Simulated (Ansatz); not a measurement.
## SiO2: pressure series

Take SiO2 in the rutile structure (space group P4_2/mnm, No. 136) as the base.

```cif
data_O4Si2
_chemical_formula_sum 'Si2 O4'
_space_group_name_H-M_alt 'P42/mnm'
_space_group_IT_number 136
_space_group_name_Hall '-P 4n 2n'
_cell_length_a 4.15488
_cell_length_b 4.15488
_cell_length_c 2.66145
_cell_angle_alpha 90.000
_cell_angle_beta 90.000
_cell_angle_gamma 90.000
loop_
_atom_site_label
_atom_site_type_symbol
_atom_site_symmetry_multiplicity
_atom_site_Wyckoff_symbol
_atom_site_fract_x
_atom_site_fract_y
_atom_site_fract_z
_atom_site_occupancy
Si1 Si 2 a 0.00000 0.00000 0.00000 1
O1 O 4 f 0.30558 0.30558 0.00000 1
```

Cell and atoms are relaxed at each pressure.

All numbers come from LDA (Ansatz, a first-principles code, PAW, no SOC).

Candidates:
(a) pressure −2 GPa
(b) pressure −1 GPa
(c) pressure 22.5 GPa
(d) pressure 2.1 GPa
(e) pressure 4.5 GPa

For the base:

| Property | Value |
|---|---|
| Band gap | 5.81 eV |

**Question.** Order them by band gap, highest first.

**Answer.** (c) pressure 22.5 GPa (6.56 eV), (e) pressure 4.5 GPa (6.04 eV), (d) pressure 2.1 GPa (5.92 eV), (b) pressure −1 GPa (5.76 eV), (a) pressure −2 GPa (5.70 eV)

Load acts through the strain it causes; cell and atoms are relaxed under it. Stability against distortions was not tested. Competing high-pressure phases were not computed.
